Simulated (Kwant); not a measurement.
Model system: wire with on-site disorder in a Si two-dimensional gas. Effective mass 0.19 mₑ, grid spacing 19 nm, hard walls, nominal width 300 nm (15 grid rows, so walls 304 nm apart), one parabolic valley, scattering region 1200 nm long along x; energies count from the band bottom; Fermi energy swept from 1.0995e-05 to 0.0005213 eV. On-site energies in the scattering region are random, uniform within ±W/2, W = 0.0015 eV, averaged over 12 samples.

The device is made up for the run: typed textbook-type constants, with dimensions and the other settings drawn at random.

Kwant, effective-mass tight-binding model on a square grid, one spin, coherent transport at 0 K. Conductance is in e²/h.

### Question
How many channels do the leads carry at E = 0.211, 0.299, 0.477 meV?

### Answer
The hard-wall thresholds are n² ħ²π²/(2mW²) = n² × 0.0214 meV with W = 304 nm. √(0.211/0.0214) = 3.14, so 3. √(0.299/0.0214) = 3.74, so 3. √(0.477/0.0214) = 4.72, so 4.
